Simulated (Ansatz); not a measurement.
# A short convergence ladder for LiNbF6 (R3, 8 atoms in the cell)

```xyz
8
Lattice="2.5701 1.4838 4.5798 -2.5701 1.4838 4.5798 0.0000 -2.9677 4.5798" Properties=species:S:1:pos:R:3 pbc="T T T"
Li     0.0000     0.0000     6.9197
Nb     0.0000     0.0000     0.0000
F     -1.6066     0.2290     5.7016
F      1.6066    -0.2290     8.0378
F      0.6050    -1.5058     5.7016
F     -0.6050     1.5058     8.0378
F      1.0016     1.2768     5.7016
F     -1.0016    -1.2768     8.0378
```

Base method: LDA (PW92), default PAW files made with PBE (plane waves; Ansatz, a quantum-chemistry and plane-wave program).

Base settings: basis.ecutwfc = 420 eV; kpoints.mp_grid.grid = 6 6 6; hamiltonian.xc = lda; hamiltonian.pseudopotentials = {kind: paw} (the program's default PAW files); scf.occupations.method = fixed.

**The width of Fermi-Dirac smearing**

In this ladder: scf.occupations.method = fermi_dirac.

The mesh stays at the base's, so the ladder's end is converged at best in this setting alone.

Only quantities that move along the ladder and can be compared are tabulated.

| scf.occupations.width | free energy less the last step's (meV/atom) | pressure (GPa) | largest difference of a force vector from the last step's (eV/Å) | gap on the mesh (eV) |
|---|---|---|---|---|
| 1 eV | -138.43 | -3.51 | 0.957 | 5.780 |
| 0.5 eV | -4.49 | -8.64 | 0.070 | 5.232 |
| 0.2 eV | 0.00 | -9.02 | 0.000 | 5.190 |
| 0.1 eV | 0.00 | -9.02 | 0.000 | 5.190 |
| 0.02 eV | 0.00 | -9.02 | 0.000 | 5.190 |

Widest scf.occupations.width that holds the pressure within 0.2 GPa of the last step, with all finer ones: 0.2 eV; the step before is off by 0.39 GPa.

Widest scf.occupations.width that holds the gap on the mesh within 0.05 eV of the last step, with all finer ones: 0.5 eV; the step before is off by 0.59 eV.

Widest scf.occupations.width that holds the free energy within 5 meV/atom of the last step, with all finer ones: 0.5 eV; the step before is off by 140 meV/atom.

On the base run: the starting cell comes from a database of computed structures (which also holds hypothetical and non-ambient phases and stackings), without a prior relaxation at this level. Its lattice was rescaled by up to half a per cent. One atom was moved a little off its site on purpose. In the base run, with a pressure of about -9 GPa the cell is away from its equilibrium volume at this level. In the base run, forces exceed 1 eV/Å. Ansatz's pressure includes its estimate of the finite-basis (Pulay) stress.

Keys are those of Ansatz 0.2.
